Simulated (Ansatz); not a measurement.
Take TiSi₂ (space group Fddd, No. 70) as the base.

```
TiSi2
1.0
    0.00000     4.11603     4.26094
    2.39020     0.00000     4.26094
    2.39020     4.11603     0.00000
Si Ti
4 2
Direct
  0.66250   0.33750   0.66250
  0.33750   0.66250   0.33750
  0.58750   0.91250   0.58750
  0.91250   0.58750   0.91250
  0.00000   0.00000   0.00000
  0.25000   0.25000   0.25000
```

Cartesian axes are those of the cell as printed.

Level of theory: r2SCAN/PAW in Ansatz (a program for electronic structure), scalar-relativistic without spin-orbit coupling, earlier PAW set.

Strains are applied to the cell and any free atomic positions relax.

One change was made to it. Results:

```json
[
 {"quantity": "energy relative to the base (free energy F)", "base": "0 meV/atom", "after": "+1.1 meV/atom"},
 {"quantity": "pressure (mean of the normal stresses, compression positive)", "base": "0.0 GPa", "after": "-1.4 GPa"},
 {"quantity": "band gap", "base": "zero", "after": "zero"}
]
```

### Question
What was done to the base?
A. isotropic strain +0.86 %
B. uniaxial strain ε_zz = +0.80 %
C. isotropic strain +2.66 %

### Answer
B, uniaxial strain ε_zz = +0.80 %. For comparison, the energy relative to the base in the other runs: isotropic strain +0.86 % gives +4.3 meV/atom; isotropic strain +2.66 % gives +38 meV/atom.

Without a gap, meshes like the base's 13×13×13 leave anisotropic stresses uncertain by several tenths of a GPa, and small strain energies with them. No phonon test of stability was made. The final runs are not spin-polarised.
